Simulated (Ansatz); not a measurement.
ZnS (F-43m), r2SCAN with spin-orbit coupling, rigid bands run with Ansatz (a quantum-chemistry and plane-wave program): N_v = 5.14e19 cm⁻³ at 300 K and a hole conductivity mass of 0.870 mₑ.

**Question.** For 1e17 holes per cm³ at 300 K, place the Fermi level, estimate the Seebeck coefficient of a parabolic band with constant τ, and give mobility and conductivity for τ = 10 fs.

**Answer.** The level lies k_BT ln(N_v/p) = 0.161 eV above the valence-band maximum. S ≈ +(k_B/e)[ln(N_v/p) + 5/2] = 753 μV/K, against 782 μV/K from the full bands (mean over directions). μ = eτ/m = 20.2 cm²/(V·s) and σ = peμ = 0.324 S/cm. τ is assumed, not computed.

Band transport and this doping are assumed; polarons and phonon drag are left out.
